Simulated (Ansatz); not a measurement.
Base system: MoP (space group P-6m2, No. 187; a = 3.242 Å, c = 3.194 Å; relaxed with 0.1 eV smearing). Axes: x lies along a and z along c of the hexagonal cell.

Computed with PBE (Ansatz, a first-principles code), no spin-orbit coupling.

Before the change:

The pressure is 0.0 GPa and the shortest interatomic distance is 246.1 pm.

Modification: biaxial strain +4.94 %, plane normal [001], relaxed out of plane (Cartesian); in-plane vectors clamped, the third vector and the atoms free.

### Question
What happens to the out-of-plane strain?

### Answer
The out-of-plane strain amounts to -3.00 %.

### Question
Predict the new pressure.

### Answer
The pressure (mean of the normal stresses, compression positive) goes from zero to -9.7 GPa.

### Question
Predict the new shortest interatomic distance.

### Answer
The shortest interatomic distance rises by 4.1 pm to 250.2 pm.

Whether these cells are dynamically stable was not tested. All final runs are without spin polarisation. An odd electron count without spin: MoP.
